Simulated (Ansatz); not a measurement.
## A computed series for hypothetical P6/mmm Rb3As: element substitutions

The parent structure is Rb₃As (space group P6/mmm, No. 191; a = 6.186 Å, c = 6.768 Å; a hypothetical phase, not in the database extracts checked).

Each row replaces one element on all its sites; cell and atoms are relaxed.

Calculations: PBEsol (Ansatz, a program for electronic structure, PAW, spin-orbit coupling left out).

Before the change:

| Item | Result |
|---|---|
| Volume per atom | 56.07 Å³ |

**Question.** The aim is a volume per atom between 8.86 Å³ and 9.66 Å³. Which of these changes reaches it?
A. Rb → H
B. As → N
C. As → Fe

**Answer.** A, Rb → H. It gives 9.25 Å³; As → Fe gives 64.84 Å³; As → N gives 38.44 Å³. Changes not listed may reach it too

The magnetic state is the one reached from the starting moments; the real material's order can differ, and small cells can't hold many antiferromagnetic ones. Stability against distortions was not tested. As relaxed here, AsH3, Rb3Fe and Rb3N are hypothetical phases, not in the database extracts checked. Spin-polarised in the final run: Rb3Fe and Rb3N; the other runs are not.
